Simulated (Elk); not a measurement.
Band structure of LaAu (Cmcm, 4 atoms in the cell).

```yaml
crystal:
  lattice:
    - [1.97258, -5.71152, 0.00000]
    - [1.97258, 5.71152, 0.00000]
    - [0.00000, 0.00000, 4.73583]
  atoms:
    - { symbol: La, position: [0.86498, 0.13502, 0.75000] }
    - { symbol: La, position: [0.13502, 0.86498, 0.25000] }
    - { symbol: Au, position: [0.58700, 0.41300, 0.75000] }
    - { symbol: Au, position: [0.41300, 0.58700, 0.25000] }
```

Method: PBEsol, all-electron FP-LAPW, Elk's shipped species files, APW+lo basis with extra local orbitals in Elk.

Settings: xctype = 22; rgkmax = 8; stype = 3; swidth = 0.00367493 Ha; ngridk = 6 6 5; gmaxvr = 14 1/bohr; nxlo = 2; lorbcnd = true; rmtscf = 0.98; lmaxi = 3.

The starting cell comes from a database of computed structures (which also holds hypothetical and non-ambient phases and stackings), without a prior relaxation at this level. Its lattice was rescaled by a random factor within 2.5 % of one. Spin-orbit coupling is off. Values depend on the basis (sphere radii, cutoffs, local orbitals), which need not be converged.

Levels in eV from the Fermi level, bands 39 to 46:
```csv
point,39,40,41,42,43,44,45,46
Γ,-4.00,-3.47,0.40,0.56,0.78,1.20,1.22,1.34
X,-3.86,-2.06,-1.75,-1.14,-0.95,0.20,1.14,1.37
S,-3.80,-2.47,-1.23,-1.14,-1.06,-0.22,0.79,1.53
R,-3.50,-3.50,-0.02,-0.02,0.29,0.29,0.91,0.91
A,-3.45,-3.45,-0.49,-0.49,0.67,0.67,0.95,0.95
Z,-3.61,-3.61,-0.65,-0.65,0.70,0.70,0.76,0.76
Y,-4.09,-3.59,-0.36,0.41,0.44,0.73,1.50,1.58
X1,-3.86,-2.06,-1.75,-1.14,-0.95,0.20,1.14,1.37
A1,-3.45,-3.45,-0.49,-0.49,0.67,0.67,0.95,0.95
T,-3.49,-3.49,-1.70,-1.70,0.92,0.92,1.23,1.23
```

Bands cross the Fermi level along this path, so the cell is metallic at this level.
